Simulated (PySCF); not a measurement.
PySCF 2.14.0, MP2 (frozen core)/cc-pvdz: Si(OMe)4 (CO[Si](OC)(OC)OC), 21 atoms. The geometry is a generated start, not checked to be a minimum at this level.

```json
{
 "task": "mp2",
 "basis": "cc-pvdz",
 "two_electron_scheme": "exact four-centre integrals",
 "frozen_core": "true",
 "mf.init_guess": "minao (default)",
 "mf.DIIS": "CDIIS (default)",
 "mf.diis_space": "8 (default)",
 "mf.conv_tol": "1e-09 (default)",
 "basis functions (reference run)": "190"
}
```

On 4 threads, 1 BLAS thread. Build: conda-forge: OpenMP (GNU), OpenBLAS with its own threads, libcint, Libxc. Each setting ran once; only counts and results are compared.

Values of mol.max_memory tried: 8000 MB, 4000 MB, 2000 MB, 1000 MB, 500 MB, 300 MB, 200 MB.

Problem. Which of these memory settings still run, and by which path?

Solution. It runs down to 200 MB, the lowest tried, with the same result. At 8000 MB: SCF integrals in memory, transformation in memory. From 2000 MB down: SCF integrals in memory, transformation through a file. From 1000 MB down: direct SCF, transformation through a file.

```json
[
 {"mol.max_memory": "8000 MB", "path": "SCF integrals in memory, transformation in memory", "peak memory": "2.0 GiB"},
 {"mol.max_memory": "4000 MB", "path": "SCF integrals in memory, transformation in memory", "peak memory": "2.0 GiB"},
 {"mol.max_memory": "2000 MB", "path": "SCF integrals in memory, transformation through a file", "peak memory": "2.7 GiB"},
 {"mol.max_memory": "1000 MB", "path": "direct SCF, transformation through a file", "peak memory": "1.4 GiB"},
 {"mol.max_memory": "500 MB", "path": "direct SCF, transformation through a file", "peak memory": "1.4 GiB"},
 {"mol.max_memory": "300 MB", "path": "direct SCF, transformation through a file", "peak memory": "1.4 GiB"},
 {"mol.max_memory": "200 MB", "path": "direct SCF, transformation through a file", "peak memory": "1.4 GiB"}
]
```

Peak memory is the kernel's count for the largest process, libraries included and scratch files not. The peak passes the setting at 2000 MB, 1000 MB, 500 MB, 300 MB, 200 MB: it is no hard cap. MP2's transformation through a file may take 2000 MB even at lower settings.
